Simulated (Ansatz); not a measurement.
# rock-salt TiN (1 1 0) on bixbyite In2O3 (1 1 0) (film strained to the substrate, started from cuts of the bulks and a machine-learned relaxation; slabs In32O48 and N36Ti36, which can lie off the formulas)

A periodic stack without vacuum, rock-salt TiN (1 1 0) on bixbyite In2O3 (1 1 0) (film strained to the substrate, started from cuts of the bulks and a machine-learned relaxation; slabs In32O48 and N36Ti36, which can lie off the formulas): substrate slab In32O48, film N36Ti36, surface cells [[1, 0], [1, 1]] and [[-2, 1], [0, -3]], film strained by -1.1 and -1.1 %, outermost planes InO/InO and NTi/NTi as cut, which need not be the usual terminations and can put a slab off its formula.

The start was prepared with a machine-learned potential, and the result is one local minimum, with the in-plane cell held and forces under 0.04 eV/Å; the film can end far from its bulk form.

Level of theory: PBE (plane waves to 420 eV, PAW; Ansatz, a program for electronic structure). Scalar-relativistic, without spin–orbit coupling; the runs are not spin-polarised; PBE gaps are too small against experiment. Its k-point mesh 3×3×1, Fermi–Dirac width 0.05 eV.

| Property | Result |
|---|---|
| interface area | 74.9 Å² |
| period | 25.79 Å |
| heights between the nearest atoms of the two slabs at the two interfaces | 1.10 and 1.25 Å |
| In–Ti contacts across the interfaces within 1.22 times the sum of covalent radii | 15, mean 3.28 Å |
| O–Ti contacts across the interfaces within 1.22 times the sum of covalent radii | 12, mean 1.96 Å |

```xyz
152
Lattice="8.9045 0.0025 -0.3489 -2.9646 8.3993 0.2659 0.9522 -3.0355 25.7247" Properties=species:S:1:pos:R:3 pbc="T T T"
In     0.6316     2.7461     6.9988
In     6.3723     4.8350     3.2818
In     3.6160     6.9253     7.0106
In     3.3395     0.7085     3.2921
In     6.7196     1.9858     4.8809
In     0.2662     3.2332     3.1770
In     6.7924     4.6888     7.0465
In     3.6803     3.6864     4.7810
In     0.3758    -0.2385     5.4566
In     3.0361     3.8420     1.2682
In     3.4174     0.7903     6.6700
In     0.4107     6.3883     1.7078
In     3.6906     6.9072     3.6061
In     5.8673     1.4264     1.0885
In    -2.7493     7.8138     1.9732
In     0.7524     6.2447     5.2362
In     6.9514    -1.4917    14.0994
In     3.7981     0.5809    10.5953
In     0.9476     2.6523    14.3476
In     6.6872     4.7937    10.4225
In     1.0197     6.0133    12.3754
In     3.5672     7.0196    10.4335
In     3.8416     0.5775    14.5976
In     1.0523    -0.6848    12.2516
In     3.5720     3.8070    12.5143
In     0.5256    -0.7258     8.8217
In     6.6911     4.8111    13.8378
In     6.4689     1.7984     8.8085
In     0.9890     2.4700    10.8645
In     0.9122     5.7108     8.6145
In     3.4801     3.4624     8.7045
In     7.0543     1.9858    12.1838
O      7.3710     2.5098     6.9730
O     -0.4134     5.2224     3.7173
O      0.0123     4.8505     6.7162
O     -0.0184     0.6271    -0.0152
O     -0.7036     8.1454     2.0259
O      5.8531     4.0391     5.1866
O      0.0549     1.9979     4.9671
O      4.7050    -1.0102    -0.1170
O      4.5650     1.6145     4.8327
O     -2.0353     6.2345     0.3266
O      1.2498     0.6512     7.3215
O      7.0723    -0.1240     5.0603
O      4.2201     4.8462     2.8647
O      4.1663     8.2426     2.0269
O      1.4451     7.2781     7.1131
O      1.5815     7.2608     3.3652
O      6.9964     2.8253     2.6702
O      2.8217     2.9398     6.6337
O      5.7875     6.5912     6.8607
O      2.4200     2.6860     3.1601
O      5.9738     6.9116     3.5881
O      2.9166     5.6447     5.2930
O      2.4642    -0.3096     4.9845
O      0.8964     4.3837     1.4686
O      2.0381    -0.1473    15.5162
O      5.9716     0.6612    10.9496
O      5.7786     1.1833    15.3270
O      3.1560     5.6003     8.7101
O      5.6071     3.8746     8.7472
O      3.4192    -0.3793    12.6981
O      3.2372     6.0087    12.4916
O     -1.1824     5.8268     9.1168
O     -1.0605     5.6838    12.3919
O      4.3264     1.3534     8.5513
O      5.1029     4.1590    15.3971
O      1.3393     3.9297    12.4959
O      1.6253     0.3848    10.3606
O      1.2301     3.5223     8.9697
O      7.6947     3.0289    13.8646
O      7.7510     2.8270    10.2931
O      1.3552     6.8737    10.4205
O      8.9445    -1.6465    13.5061
O      3.0968     2.3506    13.8847
O      5.6539     6.7210    10.5922
O      3.2282     2.6799    10.7463
O      0.2624     1.2609    12.6738
O      5.6514     3.8204    12.1451
O      7.2408    -0.1566     8.4256
N      3.5388     1.8788    16.9608
N      4.4729    -0.8975    16.8027
N      2.5003     4.6817    16.9854
N     -0.4713     0.4936    17.0543
N     -2.4167     6.1053    17.2635
N     -1.4345     3.2894    17.1922
N      1.0863     2.5688    18.4108
N      2.0646    -0.2454    18.3504
N      0.1078     5.3617    18.4878
N      6.0337     1.1782    18.1994
N      6.9963    -1.6358    18.0899
N      5.0452     3.9574    18.2661
N      2.6332     4.6359    19.9428
N      3.6179     1.8447    19.8437
N      4.6161    -0.9746    19.7519
N     -1.3247     3.2413    20.0857
N     -0.3494     0.4306    19.9914
N     -2.3209     6.0268    20.1727
N      0.2208     5.3095    21.5271
N      1.2005     2.4927    21.4515
N      2.1941    -0.2861    21.3573
N      5.1581     3.9082    21.3144
N      6.1492     1.1104    21.2379
N      7.1464    -1.6807    21.1817
N      4.7502    -1.0233    22.8257
N      2.7518     4.5676    22.9786
N      3.7325     1.7721    22.8925
N      0.7772    -2.4086    22.9163
N     -1.2182     3.1764    23.1097
N     -0.2185     0.3837    23.0571
N      2.3277    -0.3392    24.2695
N      0.3431     5.2631    24.4056
N      1.2782     2.4522    24.3435
N      7.2744    -1.7364    24.1278
N      5.2491     3.8509    24.2179
N      6.2865     1.0571    24.1821
Ti     3.0826     3.2205    18.2618
Ti     4.0710     0.4963    18.2486
Ti     2.0607     6.0876    18.3446
Ti    -0.9129     1.8653    18.4641
Ti     0.0534    -0.9599    18.3805
Ti    -1.8679     4.6750    18.5620
Ti     1.4327     1.0788    16.9138
Ti     2.4129    -1.5107    16.8482
Ti     0.5656     3.9567    17.1023
Ti     6.4602    -0.1236    16.7250
Ti     4.5043     5.2988    16.9022
Ti     5.5619     2.6794    16.5305
Ti     5.1670    -2.3664    21.2630
Ti     3.2001     3.1822    21.4301
Ti     4.1840     0.4051    21.2968
Ti    -1.7704     4.5986    21.6666
Ti    -0.7813     1.7952    21.5619
Ti     0.2108    -0.9852    21.4458
Ti     0.6584     3.9432    19.9818
Ti     1.6344     1.1457    19.8954
Ti     2.6320    -1.6847    19.7865
Ti     5.5945     2.5486    19.7325
Ti     6.5991    -0.2994    19.6933
Ti     4.5875     5.3615    19.8379
Ti     4.2774     0.3663    24.1820
Ti     5.2477    -2.6254    24.2817
Ti     3.2917     3.2586    24.4302
Ti     0.4592    -1.1594    24.3983
Ti    -1.6081     4.5695    24.6473
Ti    -0.7495     1.9454    24.5934
Ti     2.7909    -1.7131    22.8607
Ti     0.7707     3.8681    23.0216
Ti     1.7361     1.1080    23.0490
Ti     4.7158     5.2828    22.9470
Ti     5.7027     2.4876    22.8751
Ti     6.7338    -0.3413    22.8716
```
